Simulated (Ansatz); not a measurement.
Electronic density of states of amorphous Si10Al16O44, density 2.42 g/cm³, on a 2×2×2 Γ-centred mesh with a Gaussian width of 0.1 eV; energies count from the Fermi level, whose place inside the gap is arbitrary. Cell and mesh are small, so fine structure isn't converged. All values below come from PBE, scalar-relativistic without spin-orbit coupling (plane waves to 420 eV, PAW; Ansatz, a program for electronic structure). Sampling: a 2×2×2 Γ-centred mesh; Fermi-Dirac width 0.02 eV; no spin polarisation. At PBE the levels at the filled edge of the gap are localised (band-tail or defect states), and the nearest spread-out levels lie 4.3 eV apart at the zone centre.

A CHGNet melt-quench gave the starting glass, which DFT then relaxed. O atoms were pushed apart under 1.9 Å during the dynamics, to hinder bonds among them. It is a model cell: composition and starting density were chosen by hand, and all elements were melted together. No dispersion term was used. Its density started from a set value of 2.42 and ended at 2.42 g/cm³. The simulated quench (nominally 1100 K/ps over its main leg) is rapid and tends to freeze in more defects than a deposited or slowly cooled glass has. Values belong to this one cell and scatter from quench to quench. Volume and shape were free in the relaxation.

(E - EF (eV), states/(eV atom)): (-12.00, 0.00); (-11.90, 0.00); (-11.80, 0.00); (-11.70, 0.00); (-11.60, 0.00); (-11.50, 0.00); (-11.40, 0.01); (-11.30, 0.08); (-11.20, 0.15); (-11.10, 0.05); (-11.00, 0.00); (-10.90, 0.00); (-10.80, 0.00); (-10.70, 0.00); (-10.60, 0.02); (-10.50, 0.10); (-10.40, 0.13); (-10.30, 0.04); (-10.20, 0.00); (-10.10, 0.01); (-10.00, 0.04); (-9.90, 0.09); (-9.80, 0.11); (-9.70, 0.09); (-9.60, 0.08); (-9.50, 0.08); (-9.40, 0.11); (-9.30, 0.20); (-9.20, 0.23); (-9.10, 0.16); (-9.00, 0.23); (-8.90, 0.24); (-8.80, 0.26); (-8.70, 0.19); (-8.60, 0.13); (-8.50, 0.17); (-8.40, 0.22); (-8.30, 0.26); (-8.20, 0.29); (-8.10, 0.29); (-8.00, 0.29); (-7.90, 0.27); (-7.80, 0.31); (-7.70, 0.33); (-7.60, 0.29); (-7.50, 0.34); (-7.40, 0.38); (-7.30, 0.36); (-7.20, 0.40); (-7.10, 0.38); (-7.00, 0.37); (-6.90, 0.40); (-6.80, 0.39); (-6.70, 0.41); (-6.60, 0.45); (-6.50, 0.52); (-6.40, 0.61); (-6.30, 0.58); (-6.20, 0.51); (-6.10, 0.56); (-6.00, 0.64); (-5.90, 0.62); (-5.80, 0.59); (-5.70, 0.52); (-5.60, 0.53); (-5.50, 0.56); (-5.40, 0.51); (-5.30, 0.49); (-5.20, 0.46); (-5.10, 0.43); (-5.00, 0.45); (-4.90, 0.38); (-4.80, 0.43); (-4.70, 0.64); (-4.60, 0.72); (-4.50, 0.67); (-4.40, 0.68); (-4.30, 0.70); (-4.20, 0.67); (-4.10, 0.61); (-4.00, 0.62); (-3.90, 0.64); (-3.80, 0.74); (-3.70, 0.81); (-3.60, 0.80); (-3.50, 0.75); (-3.40, 0.75); (-3.30, 0.77); (-3.20, 0.78); (-3.10, 0.72); (-3.00, 0.70); (-2.90, 0.70); (-2.80, 0.75); (-2.70, 0.69); (-2.60, 0.62); (-2.50, 0.57); (-2.40, 0.64); (-2.30, 0.49); (-2.20, 0.42); (-2.10, 0.56); (-2.00, 0.52); (-1.90, 0.15); (-1.80, 0.01); (-1.70, 0.00); (-1.60, 0.00); (-1.50, 0.00); (-1.40, 0.00); (-1.30, 0.00); (-1.20, 0.00); (-1.10, 0.00); (-1.00, 0.00); (-0.90, 0.00); (-0.80, 0.00); (-0.70, 0.00); (-0.60, 0.00); (-0.50, 0.00); (-0.40, 0.00); (-0.30, 0.00); (-0.20, 0.00); (-0.10, 0.00); (0.00, 0.00); (0.10, 0.00); (0.20, 0.00); (0.30, 0.00); (0.40, 0.00); (0.50, 0.00); (0.60, 0.00); (0.70, 0.00); (0.80, 0.00); (0.90, 0.00); (1.00, 0.00); (1.10, 0.00); (1.20, 0.00); (1.30, 0.00); (1.40, 0.00); (1.50, 0.00); (1.60, 0.00); (1.70, 0.00); (1.80, 0.00); (1.90, 0.02); (2.00, 0.01); (2.10, 0.00); (2.20, 0.00); (2.30, 0.02); (2.40, 0.05); (2.50, 0.04); (2.60, 0.05); (2.70, 0.10); (2.80, 0.09); (2.90, 0.05); (3.00, 0.04); (3.10, 0.05); (3.20, 0.06); (3.30, 0.08); (3.40, 0.09); (3.50, 0.11); (3.60, 0.08); (3.70, 0.05); (3.80, 0.04); (3.90, 0.06); (4.00, 0.10); (4.10, 0.12); (4.20, 0.13); (4.30, 0.12); (4.40, 0.16); (4.50, 0.19); (4.60, 0.22); (4.70, 0.21); (4.80, 0.19); (4.90, 0.24); (5.00, 0.27); (5.10, 0.25); (5.20, 0.21); (5.30, 0.18); (5.40, 0.20); (5.50, 0.24); (5.60, 0.28); (5.70, 0.30); (5.80, 0.35); (5.90, 0.36); (6.00, 0.40); (6.10, 0.46); (6.20, 0.45); (6.30, 0.44)

The level gap on this mesh is 3.92 eV; the broadening fills part of it in the curve.
